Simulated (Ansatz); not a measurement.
Consider this model of amorphous Si30N42Mg3.

```
CELL_PARAMETERS angstrom
      9.40251     0.16493    -0.07247
      0.16493     9.28351     0.41973
     -0.07247     0.41973     9.64166
ATOMIC_POSITIONS crystal
  Si 0.79138 0.45657 0.64199
  Si 0.66543 0.22868 0.31332
  Si 0.12876 0.11570 0.90264
  Si 0.83768 0.01185 0.87115
  Si 0.97570 0.16884 0.63063
  Si 0.44824 0.87268 0.61601
  Si 0.99142 0.68747 0.95289
  Si 0.73065 0.51214 0.92911
  Si 0.24765 0.54557 0.76993
  Si 0.17328 0.29001 0.15794
  Si 0.35753 0.97312 0.90281
  Si 0.64133 0.54657 0.23072
  Si 0.25319 0.65302 0.46604
  Si 0.53450 0.34762 0.53005
  Si 0.45613 0.81653 0.16815
  Si 0.71669 0.04813 0.58790
  Si 0.32100 0.18400 0.61743
  Si 0.15687 0.89907 0.15320
  Si 0.90463 0.43460 0.18603
  Si 0.39476 0.05300 0.33228
  Si 0.46957 0.69063 0.89407
  Si 0.61070 0.24039 0.80857
  Si 0.46165 0.40203 0.00264
  Si 0.57531 0.68187 0.47371
  Si 0.75792 0.75836 0.73749
  Si 0.03991 0.65481 0.63538
  Si 0.25181 0.60059 0.14287
  Si 0.92040 0.12090 0.13956
  Si 0.36548 0.37921 0.31245
  Si 0.60348 0.08167 0.07659
  N  0.08929 0.75325 0.47864
  N  0.57161 0.71200 0.28870
  N  0.35445 0.33591 0.48571
  N  0.53431 0.23402 0.97498
  N  0.64543 0.67159 0.85031
  N  0.40124 0.84214 0.78853
  N  0.65199 0.20145 0.48944
  N  0.39416 0.02870 0.51998
  N  0.14189 0.16078 0.55989
  N  0.81484 0.55953 0.27264
  N  0.10825 0.65114 0.81438
  N  0.86131 0.62965 0.65877
  N  0.64318 0.84796 0.59385
  N  0.78696 0.05480 0.03659
  N  0.40218 0.51997 0.85434
  N  0.88903 0.02773 0.55679
  N  0.97734 0.11168 0.80907
  N  0.60788 0.49225 0.06170
  N  0.87813 0.82676 0.86026
  N  0.91744 0.34614 0.58648
  N  0.72586 0.38599 0.80668
  N  0.40651 0.72374 0.53014
  N  0.69095 0.07293 0.76649
  N  0.63232 0.51171 0.54370
  N  0.89701 0.53242 0.00521
  N  0.19745 0.95743 0.98890
  N  0.09468 0.71456 0.11479
  N  0.18659 0.52843 0.60603
  N  0.31830 0.90047 0.25785
  N  0.30326 0.42204 0.10046
  N  0.57280 0.08316 0.25535
  N  0.50161 0.94368 0.03014
  N  0.38686 0.69958 0.05836
  N  0.82145 0.25851 0.21657
  N  0.48064 0.27086 0.68948
  N  0.01043 0.97097 0.23355
  N  0.06631 0.20885 0.04537
  N  0.30226 0.20444 0.26466
  N  0.28390 0.12693 0.80467
  N  0.07044 0.39820 0.25008
  N  0.55420 0.39148 0.30665
  N  0.29256 0.56779 0.31776
  Mg 0.06720 0.98488 0.45121
  Mg 0.09974 0.36627 0.46672
  Mg 0.94601 0.73257 0.29423
```

Methods: PBE, scalar-relativistic without spin-orbit coupling (Ansatz, a program for electronic structure); r2SCAN, scalar-relativistic without spin-orbit coupling (Ansatz); HSE06, scalar-relativistic without spin-orbit coupling (Ansatz). Neutral PBE cell, which sets geometry, pressure and energy: sampling: a 2×2×2 Γ-centred mesh; Fermi-Dirac width 0.02 eV; no spin polarisation. Exact exchange is cut at the faces of this 9 Å cell, which leaves hybrid gaps a finite-size error.

A CHGNet melt-quench gave the starting glass, which DFT then relaxed. N atoms were pushed apart under 1.9 Å during the dynamics, to hinder bonds among them. The hot cell started wider than the set density and was brought back towards it in steps. It is the lowest in DFT energy of 2 quenches. It is a model cell: composition and starting density were chosen by hand, and all elements were melted together. No dispersion term was used. Its density started from a set value of 2.97 and ended at 2.97 g/cm³. The simulated quench (nominally 450 K/ps over its main leg) is rapid and tends to freeze in more defects than a deposited or slowly cooled glass has. Values belong to this one cell and scatter from quench to quench. The volume was held where the preparation left it and the shape relaxed.

### Question
Give the pressure and the spacing of the highest filled and lowest empty levels.

### Answer

```json
{
  "Pressure on a 2×2×2 Γ-centred mesh": "-0.89 GPa",
  "Largest force and stress component on that mesh (the relaxation ran on the zone centre alone)": "0.13 eV/Å and 1.2 GPa",
  "Gap between localised states on a 2×2×2 Γ-centred mesh (PBE)": "2.06 eV",
  "Gap between localised states at the zone centre (PBE)": "2.04 eV",
  "Gap between localised states at the zone centre (r2SCAN)": "2.37 eV",
  "Gap between localised states at the zone centre (HSE06)": "3.28 eV",
  "Distance between the nearest levels spread over more than a fifth of the atoms or a third of the atoms of their main element (six at least) (PBE, zone centre)": "3.30 eV"
}
```

### Question
At PBE and the zone centre, how localised are the states just below and above the Fermi level (participation number: the atoms over which a state spreads)?

### Answer
The highest filled state is spread over 10.6 atoms' worth, largest on N65, with weights by element (charge in smoothed Voronoi cells) N 0.89, Si 0.10, Mg 0.01. The lowest empty state is spread over 6.1 atoms' worth, largest on Si9, with weights by element (charge in smoothed Voronoi cells) Si 0.54, N 0.44, Mg 0.02.

At PBE the levels at both edges of the gap are localised (band-tail or defect states), and the nearest spread-out levels lie 3.3 eV apart at the zone centre.

Bonds are counted up to Si-Si 2.60 Å, Si-N 2.28 Å, Si-Mg 2.82 Å, N-N 1.70 Å, N-Mg 2.54 Å, Mg-Mg 3.19 Å. Two cations that share two anions don't count as bonded, nor two that share one unless they lie closer than Si-Si 2.38 Å, Si-Mg 2.74 Å, Mg-Mg 3.10 Å.

Added carriers, by PBE, scalar-relativistic without spin-orbit coupling (Ansatz) on the zone centre alone. Charged cells keep the cell fixed and stand in a uniform background, with no image correction, at a width of 0.01 eV; where the count is odd the moment is locked at 1 μB, unless the neutral cell bore moments. Each starts from the undistorted neutral geometry alone. PBE's self-interaction favours spread-out carriers, so it can miss traps that a hybrid finds.

### Question
What happens at PBE when the cell takes an extra electron and the atoms relax?

### Answer
Relaxation lowers the charged cell by 1.28 eV. The largest moves are Si9 0.49 Å, Si21 0.10 Å, Si26 0.07 Å, Si13 0.06 Å. The level that holds the added charge spreads over 5.2 atoms' worth, most on Si9 (weight 0.41): a localised (trapped) carrier, which neighbours of that atom can share. No bond crosses its cut-off with a change of over 0.15 Å (metal-metal contacts aside). Made neutral again at that geometry, the cell lies +0.71 eV from the neutral start (a closed shell was imposed there, with levels 0.18 eV apart, so this is an upper bound).

### Question
What happens at PBE when the cell takes a hole and the atoms relax?

### Answer
Relaxation lowers the charged cell by 0.15 eV. The largest moves are N65 0.17 Å, Si17 0.10 Å, Si22 0.10 Å, Si14 0.09 Å. The level that was emptied spreads over 3.7 atoms' worth, most on N65 (weight 0.50): a localised (trapped) carrier, which neighbours of that atom can share. No bond crosses its cut-off with a change of over 0.15 Å (metal-metal contacts aside). Made neutral again at that geometry, the cell lies +0.52 eV from the neutral start.
